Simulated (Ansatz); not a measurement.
## Fermi-surface data of ZrNb (Cmmm)

Consider the following.

```xyz
2
Lattice="1.6873 -2.3896 0.0000 1.6873 2.3896 0.0000 0.0000 0.0000 4.8093" Properties=species:S:1:pos:R:3 pbc="T T T"
Zr     1.6873     0.0000     2.4047
Nb     0.0000     0.0000     0.0000
```

All values below come from PBEsol, rigid bands (plane waves, PAW, scalar-relativistic; Ansatz, a first-principles code). How the cell was made: cell and atoms relaxed with PBEsol.

| Property | Value |
|---|---|
| density of states at the Fermi level | 3.62 states/(eV·cell), both spins |
| bare Sommerfeld coefficient | 4.3 mJ/(mol of atoms·K²) |
| Drude plasma energy | 8.0 (x), 7.7 (y), 7.8 (z) eV |
| root-mean-square Fermi velocity | 5.0e5 m/s |
| resistivity times τ | 7.7 (x), 8.3 (y), 8.0 (z) ×10⁻²² Ω·m·s |

A metal at this level (no band gap); rigid bands, thermally averaged at 300 K, both spins. Spin-orbit coupling is left out. τ is one relaxation time for all states.

Computed structure with no diffraction record at hand here (it may be known, metastable or hypothetical): ZrNb (Cmmm).
